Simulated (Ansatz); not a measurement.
Take GaN in the wurtzite structure (space group P6_3mc, No. 186; a = 3.183 Å, c = 5.185 Å) as the base.

Now apply this change: a negative pressure, −1 GPa.

Levels (all Ansatz, an electronic-structure program, PAW): PBEsol (420 eV, without spin-orbit coupling); r2SCAN (500 eV, scalar-relativistic without spin-orbit coupling); HSE06 (420 eV, without spin-orbit coupling).

One geometry, relaxed with PBEsol, under each level:

```csv
level,band gap,lowest conduction level above the VBM at special points,electron mass,pressure
PBEsol,1.84 eV,Γ 1.84 eV; A 4.17 eV; L 4.28 eV; M 4.93 eV,"0.15 mₑ along c, 0.17 mₑ across (at Γ)",-1.00 GPa
r2SCAN,2.31 eV,Γ 2.31 eV; A 4.74 eV; L 4.88 eV; M 5.58 eV,"0.17 mₑ along c, 0.19 mₑ across (at Γ)",-1.05 GPa
HSE06,[?],[?],–,–
```

**Question.** Give the withheld HSE06 results.

**Answer.** 
- HSE06, band gap: 3.15 eV
- HSE06, lowest conduction level above the VBM at special points: Γ 3.15 eV; A 5.64 eV; L 5.66 eV

Single points use the geometry relaxed with PBEsol. Their cutoffs differ, which shifts pressures a little. Load acts through the strain it causes; cell and atoms are relaxed under it. Effective masses come from finite differences of ±0.01 Å⁻¹. Stability against distortions was not tested.
